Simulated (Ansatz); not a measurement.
Structures of equal composition on the (0001) surface of 4H silicon carbide (Si plane on top): (√3x√3)R30° Sn adatom at H3; (√3x√3)R30° Sn adatom at T4. The slabs share one bottom face, and each structure is named by its start. These are constructed structures in small cells; real faces may alloy, dewet or reconstruct in larger ones, and not all known structures of the face are among them. Slabs of about 10 Å, Fermi-Dirac smearing of 0.025 eV. Bottom of the slabs: H caps. Relaxed from the named starts with such symmetry as they have, on meshes of like density; energies extrapolated to zero smearing; spin only where a row says so; no spin-orbit coupling, no U. Brackets mark spin-polarised runs, whose order is one that fits the cell. Where a second, spin-polarised start was run, the lower counts.

The numbers are results of PBE (plane waves to 420 eV, PAW; Ansatz, a quantum-chemistry and plane-wave program), not measurements.

Q: Rank these by energy per 1x1 cell (lowest first), as PBE gives it.

A: (√3x√3)R30° Sn adatom at T4 (0.000 eV [spin, 1.0 μB a cell], a narrow gap of 0.19 eV by band count), (√3x√3)R30° Sn adatom at H3 (0.113 eV [spin, 1.0 μB a cell], a narrow gap of 0.21 eV by band count)
